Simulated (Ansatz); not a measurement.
The starting structures come from a database of crystals and need not be the phases stable at ambient conditions.

 Where the default PAW files enter, the runs use the earlier of Ansatz's two default sets.

```yaml
crystal:
  lattice:
    - [5.52233, 0.00000, 0.00000]
    - [0.00000, 5.52233, 0.00000]
    - [2.76117, -2.76117, 3.92263]
  atoms:
    - { symbol: Sr, position: [0.25000, 0.25000, 0.50000] }
    - { symbol: Sr, position: [0.75000, 0.75000, 0.50000] }
    - { symbol: Ti, position: [0.00000, 0.00000, 0.00000] }
    - { symbol: Ti, position: [0.50000, 0.50000, 0.00000] }
    - { symbol: O, position: [0.22904, 0.27096, 0.00000] }
    - { symbol: O, position: [0.77096, 0.72904, 0.00000] }
    - { symbol: O, position: [0.72904, 0.22904, 0.00000] }
    - { symbol: O, position: [0.27096, 0.77096, 0.00000] }
    - { symbol: O, position: [0.25000, 0.75000, 0.50000] }
    - { symbol: O, position: [0.75000, 0.25000, 0.50000] }
```

Space group of this cell: I4/mcm. The cell is taken as given; by r2SCAN its mean pressure is -0.7 GPa.

The current runs along the normal of the first two printed vectors, the (001) plane. All runs by Ansatz (a program for electronic structure), plane waves and PAW, without spin-orbit coupling; the base is r2SCAN.

```csv
run,mean pressure (GPa),gap (eV),mid-gap κ (1/Å)
base,-0.7,2.33,0.260
all lengths scaled by 0.98,12.1,[?],[?]
all lengths scaled by 1.02,-10.5,2.18,0.255
lda in place of r2scan,-8.2,1.86,0.244
"lengths across the current scaled by 0.98, ions clamped",7.6,2.44,0.260
"lengths across the current scaled by 1.02, ions clamped",-7.4,[?],[?]
"lengths along the current scaled by 0.97, ions clamped",5.7,[?],[?]
"lengths along the current scaled by 1.03, ions clamped",-5.7,2.27,0.254
pbesol in place of r2scan,-3.0,1.91,0.245
```

Problem. Fill in the missing entries.

Solution. 
- all lengths scaled by 0.98, gap (eV): 2.48
- all lengths scaled by 0.98, mid-gap κ (1/Å): 0.262
- lengths across the current scaled by 1.02, ions clamped, gap (eV): 2.22
- lengths across the current scaled by 1.02, ions clamped, mid-gap κ (1/Å): 0.259
- lengths along the current scaled by 0.97, ions clamped, gap (eV): 2.37
- lengths along the current scaled by 0.97, ions clamped, mid-gap κ (1/Å): 0.262
